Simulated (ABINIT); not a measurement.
A self-consistent single point of ZnSe (F-43m, 2 atoms in the cell) with ABINIT.

Level of theory: PBE, PAW (JTH v2.0 PBE PAW) (plane waves; ABINIT).

The change in words: lattice scaled by 0.98. Reference geometry:
```
CELL_PARAMETERS angstrom
      0.00000     2.82027     2.82027
      2.82027     0.00000     2.82027
      2.82027     2.82027     0.00000
ATOMIC_POSITIONS crystal
  Zn 0.00000 0.00000 0.00000
  Se 0.75000 0.75000 0.75000
```

Reference input (self-consistent single point, DFT, PBE, plane waves, PAW (JTH v2.0 PBE PAW)): pseudos = [Zn.GGA_PBE-JTH.xml, Se.GGA_PBE-JTH.xml]; ecut = 30 Ha; pawecutdg = 60 Ha; pawxcdev = 0; ixc = 11; occopt = 3; tsmear = 0.02 eV; ngkpt = 10 10 10; nshiftk = 1; shiftk = 0 0 0; potentials = JTH v2.0 PBE PAW; nband = 14. This run's input differs from it in these lines:

```diff
@@ -3,6 +3,6 @@
 pseudos "Zn.GGA_PBE-JTH.xml, Se.GGA_PBE-JTH.xml"
-acell 3.9884570125 3.9884570125 3.9884570125 Angstrom
+acell 3.9086882965 3.9086882965 3.9086882965 Angstrom
 rprim
-        -0.0000000000    0.7071067812    0.7071067812
-         0.7071067812   -0.0000000000    0.7071067812
+         0.0000000000    0.7071067812    0.7071067812
+         0.7071067812    0.0000000000    0.7071067812
          0.7071067812    0.7071067812   -0.0000000000
```

Output (repeated stretches shortened):

```
--- !BeginCycle
solver: {iscf: 17, nstep: 60, nline: 4, wfoptalg: 10, }
tolerances: {toldfe: 1.00E-09, }
...

     iter   Etot(hartree)      deltaE(h)  residm     nres2
 ETOT  1  -73.352450083351    -7.335E+01 9.371E+00 5.825E+00
 ETOT  2  -73.946497649508    -5.940E-01 4.325E-01 2.971E+00
 ETOT  3  -73.938647365514     7.850E-03 3.910E-01 7.886E-01
 ETOT  4  -73.938108972332     5.384E-04 6.444E-02 5.002E-01
 ETOT  5  -73.938012219172     9.675E-05 5.068E-02 3.601E-02
   [... 11 lines left out ...]
 ETOT 17  -73.938339486608    -2.699E-09 2.158E-04 1.013E-06
 ETOT 18  -73.938339488319    -1.710E-09 5.763E-05 6.405E-07
 ETOT 19  -73.938339488566    -2.470E-10 6.129E-04 2.755E-07
 ETOT 20  -73.938339489415    -8.499E-10 3.139E-05 2.396E-07
 At SCF step   20, etot is converged :
  for the second time, diff in etot=  8.499E-10 < toldfe=  1.000E-09

 Cartesian components of stress tensor (hartree/bohr^3)
  sigma(1 1)= -2.71050554E-04  sigma(3 2)=  0.00000000E+00
  sigma(2 2)= -2.71050554E-04  sigma(3 1)=  0.00000000E+00
  sigma(3 3)= -2.71050554E-04  sigma(2 1)=  0.00000000E+00

 ----iterations are completed or convergence reached----

 reduced coordinates (array xred) for    2 atoms
       0.000000000000      0.000000000000      0.000000000000
       0.750000000000      0.750000000000      0.750000000000
 cartesian forces (eV/Angstrom) at end:
    1     -0.00000000000000     0.00000000000000    -0.00000000000000
    2     -0.00000000000000    -0.00000000000000    -0.00000000000000
 frms,max,avg= 7.6528482E-28 1.3255122E-27   0.000E+00  0.000E+00  0.000E+00 e/A
   [... lines left out ...]
 Fermi (or HOMO) energy (hartree) =   0.15791   Average Vxc (hartree)=  -0.34950
 Fermi (or HOMO) energy (eV) =   4.29704   Average Vxc (eV)=  -9.51046
   [... lines left out ...]
'-kT*entropy'       :  5.64476815589742E-16
total_energy        : -7.39381082476450E+01
total_energy_eV     : -2.01195824540890E+03
...

-Cartesian components of stress tensor (GPa)         [Pressure=  7.9746E+00 GPa]
- sigma(1 1)= -7.97458129E+00  sigma(3 2)=  0.00000000E+00
- sigma(2 2)= -7.97458129E+00  sigma(3 1)=  0.00000000E+00
- sigma(3 3)= -7.97458129E+00  sigma(2 1)=  0.00000000E+00

 Calculation completed.
```

The run converged in 20 iterations. Against the reference run the free energy goes up by 44.6 meV/atom, the pressure goes from 3.08 to 7.97 GPa and the gap on the mesh goes from 1.351 to 1.602 eV.

The starting cell comes from a database of computed structures (which also holds hypothetical and non-ambient phases and stackings), without a prior relaxation at this level. Its lattice was rescaled by a random factor within 2.5 % of one. For this run, on top of that: lattice scaled by 0.98. With a pressure of about 8 GPa the cell is away from its equilibrium volume at this level.

Cost on one core of a shared machine: roughly 2 min.
